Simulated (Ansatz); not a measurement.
Tunnelling through a barrier is set by its complex band structure: the current falls as exp(−2κd) with the smallest κ.

Given:

```
O2Si
1.0
    2.63962     0.00000     0.00000
    0.00000     5.86687     0.00000
    0.00000     2.93344     2.93344
Si O
2 4
Cartesian
  1.31981   2.93344   0.00000
  0.00000   0.00000   0.00000
  0.00000   2.93344   1.13325
  0.00000   5.86687   1.80019
  1.31981   1.13325   0.00000
  1.31981   4.73363   0.00000
```

Space group of this cell: P4_2/mnm, rutile. The cell is strained (all lengths scaled by 0.98); by r2SCAN its mean pressure is 10.8 GPa.

Transport runs along the normal of the first two printed cell vectors, the (110) plane of the conventional cell.

No gap correction and no spin-orbit coupling; mid-gap values are interpolated between computed energies.

Compute, with r2SCAN in Ansatz (a program for electronic structure), the band gap and the smallest decay constant κ at mid-gap.

Gap 7.09 eV on a 12×10×10 mesh; κ = 0.460 1/Å, at the zone centre.
